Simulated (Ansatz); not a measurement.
We consider MoPbO4 (within 0.1 Å of I4₁/a, No. 88; cell taken from a computed entry), described by r²SCAN-D4 (Ansatz, an electronic-structure program, PAW).

Run with plane-wave cutoff 500 eV, 8×8×8 k mesh, gaussian smearing 0.02 eV, no spin polarisation, scalar-relativistic PAW data made under PBE.

Computed at the level's own relaxed cell.

Problem. Give the computed equilibrium volume per atom and band gap.

Solution. 
equilibrium volume per atom: 15.00 Å³/atom
band gap: 3.05 eV (on the SCF k mesh)

Note: a distance lies near a switch of the dispersion term, which can move the cell.

Spin–orbit coupling is not included; with these elements it can move the gap by several tenths of an eV or more.
